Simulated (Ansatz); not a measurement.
The reference is NaCdI3 in the cubic perovskite structure (space group Pm-3m, No. 221; a = 5.962 Å; a hypothetical phase, not in the database extracts checked). Axes: x, y, z lie along the cube axes.

(Cell as relaxed with PBE.)

Levels (all Ansatz, an electronic-structure program, PAW): PBE (420 eV, no spin-orbit coupling); PBEsol (420 eV, no SOC).

Each level relaxes its own structure.

```tsv
base	PBE	PBEsol
volume per atom	42.39 Å³	39.78 Å³
lattice parameter a	11.267 bohr	11.031 bohr
band gap	zero	zero
```

One thing is altered: tensor shear ε_xz = +1.63 % (engineering shear γ = 0.0326); the atoms relax in the strained cell.

```json
[
 {"quantity": "energy relative to the base (free energy F)", "PBE": "+0.8 meV/atom", "PBEsol": "[?]"},
 {"quantity": "pressure (mean of the normal stresses, compression positive)", "PBE": "0.0 GPa", "PBEsol": "[?]"},
 {"quantity": "shortest interatomic distance", "PBE": "5.634 bohr", "PBEsol": "[?]"},
 {"quantity": "band gap", "PBE": "zero", "PBEsol": "[?]"}
]
```

Q: Given the PBE results, estimate those of PBEsol.

A: 
- energy relative to the base (free energy F), PBEsol: +0.8 meV/atom
- pressure (mean of the normal stresses, compression positive), PBEsol: 0.0 GPa
- shortest interatomic distance, PBEsol: 5.515 bohr
- band gap, PBEsol: zero

PBE's shortest interatomic distance lies 0.1183 bohr above PBEsol's (2.1 %); the two agree on the energy relative to the base, pressure and band gap. Neither level is exact; PBEsol is the comparison here, not a measurement.

Without a gap, meshes like the base's 8×8×8 leave anisotropic stresses uncertain by several tenths of a GPa, and small strain energies with them. With I present, leaving out spin-orbit coupling can change the band edges. No phonon test of stability was made. The final runs are not spin-polarised. Many cubic perovskites are stable only at high temperature; tilts and polar distortions were not tested. A zero or small gap of NaCdI3 can be the functional's error rather than a property of the material.
